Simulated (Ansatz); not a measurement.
Start from BN in the wurtzite structure (space group P6_3mc, No. 186).

```xyz
4
Lattice="2.5232 0.0000 0.0000 -1.2616 2.1852 0.0000 0.0000 0.0000 4.1751" Properties=species:S:1:pos:R:3 pbc="T T T"
B      0.0000     1.4568     0.0013
B      1.2616     0.7284     2.0888
N      0.0000     1.4568     1.5644
N      1.2616     0.7284     3.6520
```

Cartesian axes are those of the cell as printed.

Level of theory: LDA, PAW, 420 eV (Ansatz, a quantum-chemistry and plane-wave program; no spin-orbit coupling).

Base values:

| Item | Value |
|---|---|
| Valence-band top at Γ | 0.00, 0.00, -0.29 eV |
| Band gap | 4.93 eV |
| Shortest interatomic distance | 1.548 Å |

The change: a pure shear with ε_xz = ε_zx = 0.0033; the atoms relax in the strained cell.

Q: Predict the new valence-band top at Γ.

A: The valence-band top at Γ (three highest levels, from the VBM) goes from 0.00, 0.00, -0.29 eV to 0.00, 0.00, -0.30 eV.

Q: What happens to the band gap?

A: The band gap stays 4.93 eV.

Q: What does the calculation give for the shortest interatomic distance after the change?

A: The shortest interatomic distance drops by 0.002 Å, from 1.548 Å to 1.546 Å.

Stability against distortions was not tested.
